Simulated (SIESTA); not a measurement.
## A self-consistent single point of BiB (F-43m, 2 atoms in the cell) with SIESTA

Method of the run: GGA PBE, numerical atomic orbitals DZP, PseudoDojo PBE standard norm-conserving potentials (rewritten from UPF to PSML) (SIESTA).

Input as run:

```
SystemName  BiB
SystemLabel siesta

NumberOfAtoms                2
NumberOfSpecies              2
%block ChemicalSpeciesLabel
  1 83 Bi
  2 5 B
%endblock ChemicalSpeciesLabel
LatticeConstant              1.0 Ang
%block LatticeVectors
     0.000000000    2.804094000    2.804094000
     2.804094000    0.000000000    2.804094000
     2.804094000    2.804094000    0.000000000
%endblock LatticeVectors
AtomicCoordinatesFormat      Fractional
%block AtomicCoordinatesAndAtomicSpecies
     0.250000000    0.250000000    0.250000000  1
     0.000000000    0.000000000    0.000000000  2
%endblock AtomicCoordinatesAndAtomicSpecies

XC.functional                GGA
XC.authors                   PBE
PAO.BasisSize                DZP
PAO.EnergyShift              0.005 Ry
MeshCutoff                   350 Ry
%block kgrid.MonkhorstPack
    8   0   0  0.0
    0   8   0  0.0
    0   0   8  0.0
%endblock kgrid.MonkhorstPack
OccupationFunction           FD
ElectronicTemperature        100.0 meV

MaxSCFIterations             150
SCF.Mixer.Method             Pulay
SCF.Mixer.Weight             0.1
SCF.Mixer.History            8
SCF.DM.Tolerance             1.0E-05
Diag.ParallelOverK           true
WriteForces                  true
Charge.Mulliken              end
```

Output, abridged:

```
reinit: Reading from file input.fdf

reinit: System Name: BiB
reinit: System Label: siesta

coor:   Atomic-coordinates input format  =     Fractional

siesta: Atomic coordinates (Bohr) and species
siesta:      2.64948   2.64948   2.64948  1        1
siesta:      0.00000   0.00000   0.00000  2        2

siesta: System type = bulk

initatomlists: Number of atoms, orbitals, and projectors:      2    31    34

siesta: ******************** Simulation parameters ****************************
redata: Spin configuration                          = none
redata: Time-Reversal Symmetry                      = T
redata: Number of Atomic Species                    =        2
redata: Mesh Cutoff                                 =   350.0000 Ry
redata: Net charge of the system                    =     0.0000 |e|
redata: Min. number of SCF Iter                     =        0
redata: Max. number of SCF Iter                     =      150
redata: SCF convergence failure will abort job
redata: SCF mix quantity                            = Hamiltonian
redata: Mix DM or H after convergence               =   F
redata: Recompute H after scf cycle                 =   F
redata: Mix DM in first SCF step                    =   T
redata: No kicks to SCF
redata: DM Mixing Weight for Kicks                  =     0.5000
redata: Require Harris convergence for SCF          =   F
redata: Harris energy tolerance for SCF             =     0.000100 eV
redata: Require DM convergence for SCF              =   T
redata: DM tolerance for SCF                        =     0.000010
redata: Require EDM convergence for SCF             =   F
redata: EDM tolerance for SCF                       =     0.001000 eV
redata: Require H convergence for SCF               =   T
redata: Hamiltonian tolerance for SCF               =     0.001000 eV
redata: Require (free) Energy convergence for SCF   =   F
redata: (free) Energy tolerance for SCF             =     0.000100 eV
redata: Using DFT-D3 dispersion                     =   F
redata: Using Saved Data (generic)                  =   F
redata: Method of Calculation                       = Diagonalization
redata: Electronic Temperature                      =  1160.4518 K
redata: Number of TDED substeps                     =        3
redata: Dynamics option                             = Single-point calculation
redata: Save all siesta data in one NC              =   F
redata: ***********************************************************************

%block SCF.Mixers
  Pulay
%endblock SCF.Mixers

%block SCF.Mixer.Pulay
  # Mixing method
  method pulay
  variant stable

  # Mixing options
  weight 0.1000
  weight.linear 0.1000
  history 8
%endblock SCF.Mixer.Pulay

DM_history_depth set to one: no extrapolation allowed by default for geometry relaxation
Size of DM history Fstack: 1
Total number of electrons:    18.000000
Total ionic charge:    18.000000

* ProcessorY, Blocksize:    1  32

* Orbital distribution balance (max,min):    31    31

k-point displ. along   1 input, could be:     0.00    0.50
k-point displ. along   2 input, could be:     0.00    0.50
k-point displ. along   3 input, could be:     0.00    0.50
 Kpoints in:          320 . Kpoints trimmed:          296

siesta: k-grid: Number of k-points = 296
siesta: k-points from Monkhorst-Pack grid
siesta: k-cutoff (effective) =    15.862 Ang
siesta: k-point supercell and displacements
siesta: k-grid:     8     0     0      0.000
siesta: k-grid:     0     8     0      0.000
siesta: k-grid:     0     0     8      0.000

diag: Algorithm                                     = D&C
diag: Parallel over k                               =   F
diag: Use parallel 2D distribution                  =   F
diag: Parallel block-size                           = 32
diag: Parallel distribution                         =     1 x     1
diag: Used triangular part                          = Lower
diag: Absolute tolerance                            =  0.100E-15
diag: Orthogonalization factor                      =  0.100E-05
diag: Memory factor                                 =  1.0000

superc: Internal auxiliary supercell:     5 x     5 x     5  =     125
superc: Number of atoms, orbitals, and projectors:    250   3875   4250

                        Single-point calculation

superc: Internal auxiliary supercell:     5 x     5 x     5  =     125
superc: Number of atoms, orbitals, and projectors:    250   3875   4250

outcell: Unit cell vectors (Ang):
        0.000000    2.804094    2.804094
        2.804094    0.000000    2.804094
        2.804094    2.804094    0.000000

outcell: Cell vector modules (Ang)   :    3.965588    3.965588    3.965588
outcell: Cell angles (23,13,12) (deg):     60.0000     60.0000     60.0000
outcell: Cell volume (Ang**3)        :     44.0969
new_DM -- step:     1
Initializing Density Matrix...

Attempting to read DM from file... Failed...
DM filled with atomic data:

InitMesh: MESH = 40 x 40 x 40 = 64000
InitMesh: Mesh cutoff (required, used) =   350.000   421.792 Ry

stepf: Fermi-Dirac step function

        iscf     Eharris(eV)        E_KS(eV)     FreeEng(eV)     dDmax    Ef(eV) dHmax(eV)
   scf:    1    -2298.488472    -2302.597671    -2302.599529  1.444025 -4.428165  3.459899
   scf:    2    -2303.521909    -2303.082691    -2303.084858  0.041358 -4.259445  2.609592
   scf:    3    -2303.878561    -2303.656727    -2303.659656  0.128794 -3.838639  0.358336
   scf:    4    -2303.656586    -2303.657427    -2303.660339  0.013155 -3.827890  0.158794
   scf:    5    -2303.659877    -2303.660114    -2303.662943  0.014154 -3.870746  0.084946
   scf:    6    -2303.660644    -2303.660467    -2303.663294  0.003898 -3.845741  0.005177
   scf:    7    -2303.660451    -2303.660463    -2303.663292  0.000676 -3.842527  0.008483
   scf:    8    -2303.660475    -2303.660470    -2303.663296  0.000368 -3.844654  0.000053
mix: Pulay -- inversion failed, > SVD [rank/size] 5 / 7
   scf:    9    -2303.660470    -2303.660470    -2303.663296  0.000004 -3.844680  0.000069

SCF Convergence by DM+H criterion
max |DM_out - DM_in|         :     0.0000042085
max |H_out - H_in|      (eV) :     0.0000685404
SCF cycle converged after 9 iterations

Using DM_out to compute the final energy and forces

siesta: E_KS(eV) =            -2303.6605

siesta: E_KS - E_eggbox =     -2303.6605

siesta: Atomic forces (eV/Ang):
     1   -0.000071   -0.000071   -0.000071
     2    0.000071    0.000071    0.000071
   Tot    0.000000    0.000000    0.000000
   Max    0.000071
   Res    0.000071    sqrt( Sum f_i^2 / 3N )
   Max    0.000071    constrained

Stress tensor Voigt[x,y,z,yz,xz,xy] (kbar):       20.03       20.03       20.03       -0.07       -0.07       -0.07
(Free)E + p*V (eV/cell)    -2304.2146
Target enthalpy (eV/cell)    -2303.6633

siesta: Program's energy decomposition (eV):
siesta: Ebs     =      -350.201311
siesta: Eions   =      2593.801941
siesta: Ena     =       201.032264
siesta: Ekin    =      1109.021830
siesta: Enl     =      -413.476315
siesta: Eso     =         0.000000
siesta: Edftu   =         0.000000
siesta: DEna    =         6.591287
siesta: DUscf   =         0.452655
siesta: DUext   =         0.000000
siesta: Ex      =      -573.328783
siesta: Ec      =       -40.151468
siesta: Exc     =      -613.480251
siesta: Eharris =     -2303.660470
siesta: Etot    =     -2303.660470
siesta: FreeEng =     -2303.663296

siesta: Stress tensor (static) (eV/Ang**3):
siesta:     0.012503   -0.000046   -0.000046
siesta:    -0.000046    0.012503   -0.000046
siesta:    -0.000046   -0.000046    0.012503

siesta: Cell volume =         44.096863 Ang**3

siesta: Pressure (static):
siesta:                Solid            Molecule  Units
siesta:          -0.00013618         -0.00013615  Ry/Bohr**3
siesta:          -0.01250303         -0.01250077  eV/Ang**3
siesta:         -20.03206394        -20.02844877  kBar

mulliken: Atomic and Orbital Populations:

Species: Bi
Atom  Qatom  Qorb
               6s      6s      6py     6pz     6px     6py     6pz     6px
               5dxy    5dyz    5dz2    5dxz    5dx2-y2 6dxy    6dyz    6dz2
               6dxz    6dx2-y2
   1 14.830   1.415   0.190   0.721   0.721   0.721   0.191   0.191   0.191
              1.989   1.989   1.993   1.989   1.993   0.124   0.124   0.082

              0.124   0.082

Species: B
Atom  Qatom  Qorb
               2s      2s      2py     2pz     2px     2py     2pz     2px
               3Pdxy   3Pdyz   3Pdz2   3Pdxz   3Pdx2-y2
   2  3.170   0.970   0.185   0.123   0.123   0.123   0.492   0.492   0.492
              0.040   0.040   0.027   0.040   0.027

mulliken: Qtot =       18.000

Mulliken Atomic Populations:
Atom #   charge [q] valence [e]  Species
     1     0.170085   14.829915  Bi
     2    -0.170085    3.170085  B
 Total     0.000000
```

The run converged in 9 iterations.

The starting cell was generated: these elements placed on a structure prototype, without a prior relaxation; it need not be a known phase or ordering of this composition. Values carry the incompleteness of an atom-centred basis.

Cost on one core of a shared machine: roughly 40 s.
